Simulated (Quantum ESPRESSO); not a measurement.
Worked example: self-consistent single point of InCu₃ (P6_3/mmc, 8 atoms in the cell) in Quantum ESPRESSO.

Computed with LDA (PZ), PSlibrary ultrasoft (LDA) pseudopotentials (plane waves; Quantum ESPRESSO).

```
InCu3
1.0
    5.56792     0.00000     0.00000
   -2.78396     4.82196     0.00000
    0.00000     0.00000     4.42199
In Cu
2 6
Direct
  0.33333   0.66667   0.75000
  0.66667   0.33333   0.25000
  0.15638   0.31276   0.25000
  0.84362   0.68724   0.75000
  0.84362   0.15638   0.75000
  0.15638   0.84362   0.25000
  0.68724   0.84362   0.25000
  0.31276   0.15638   0.75000
```

Reference input (self-consistent single point, DFT, PBEsol, plane waves, PSlibrary ultrasoft (PBE) pseudopotentials): ecutwfc = 50 Ry; ecutrho = 300 Ry; occupations = smearing; smearing = fermi-dirac; degauss = 0.0036749 Ry; input_dft = pbesol; potentials = {In: In.pbe-dn-rrkjus_psl.1.0.0.UPF, Cu: Cu.pbe-dn-rrkjus_psl.1.0.0.UPF}; K_POINTS = automatic 5 5 5 0 0 0; conv_thr = 1e-10 Ry; mixing_beta = 0.4. This run's input differs from it in these lines:

```diff
@@ -12,4 +12,4 @@
    ntyp = 2,
-   ecutwfc = 50,
-   ecutrho = 300,
+   ecutwfc = 55,
+   ecutrho = 330,
    occupations = 'smearing',
@@ -17,3 +17,2 @@
    degauss = 0.0036749,
-   input_dft = 'pbesol',
 /
@@ -24,4 +23,4 @@
 ATOMIC_SPECIES
-In   114.8180  In.pbe-dn-rrkjus_psl.1.0.0.UPF
-Cu    63.5460  Cu.pbe-dn-rrkjus_psl.1.0.0.UPF
+In   114.8180  In.pz-dn-rrkjus_psl.1.0.0.UPF
+Cu    63.5460  Cu.pz-dn-rrkjus_psl.1.0.0.UPF
 ATOMIC_POSITIONS {crystal}
```

The program printed (abridged):

```
     Self-consistent Calculation

     iteration #  1     ecut=    55.00 Ry     beta= 0.40

     Threshold (ethr) on eigenvalues was too large:
     Diagonalizing with lowered threshold

     total energy              =   -1013.42688675 Ry
     estimated scf accuracy    <       0.25278743 Ry

     iteration #  2     ecut=    55.00 Ry     beta= 0.40

     total energy              =   -1013.47576733 Ry
     estimated scf accuracy    <       0.13193003 Ry

     iteration #  3     ecut=    55.00 Ry     beta= 0.40

     total energy              =   -1013.49947049 Ry
     estimated scf accuracy    <       0.00678768 Ry

   [... 7 blocks of this kind left out ...]

     iteration # 11     ecut=    55.00 Ry     beta= 0.40

     total energy              =   -1013.49991775 Ry
     estimated scf accuracy    <          1.9E-10 Ry

     iteration # 12     ecut=    55.00 Ry     beta= 0.40
     End of self-consistent calculation

     the Fermi energy is    11.7800 ev

!    total energy              =   -1013.49991775 Ry
     estimated scf accuracy    <          8.7E-12 Ry
     smearing contrib. (-TS)   =      -0.00169720 Ry
     internal energy E=F+TS    =   -1013.49822055 Ry

     convergence has been achieved in  12 iterations

     Forces acting on atoms (cartesian axes, Ry/au):

     atom    1 type  1   force =     0.00000000   -0.00000000    0.00000000
     atom    2 type  1   force =     0.00000000    0.00000000    0.00000000
     atom    3 type  2   force =     0.00000000   -0.00703278   -0.00000000
     atom    4 type  2   force =     0.00000000    0.00703278    0.00000000
     atom    5 type  2   force =     0.00609057   -0.00351639    0.00000000
   [... lines left out ...]

     Total force =     0.017227     Total SCF correction =     0.000003

          total   stress  (Ry/bohr**3)                   (kbar)     P=     -138.26
  -0.00092179  -0.00000000   0.00000000         -135.60       -0.00        0.00
  -0.00000000  -0.00092179  -0.00000000           -0.00     -135.60       -0.00
   0.00000000  -0.00000000  -0.00097601            0.00       -0.00     -143.58

   JOB DONE.
```

The run converged in 12 iterations. Against the reference run the pressure goes from -10.40 to -13.83 GPa and the largest force goes from 0.116 to 0.181 eV/Å.

The starting cell comes from a database of computed structures (which also holds hypothetical and non-ambient phases and stackings), without a prior relaxation at this level. Its lattice was rescaled by a random factor within 2.5 % of one. Spin polarisation is off. With a pressure of about -14 GPa the cell is away from its equilibrium volume at this level.

Cost on one core of a shared machine: roughly 2 min.
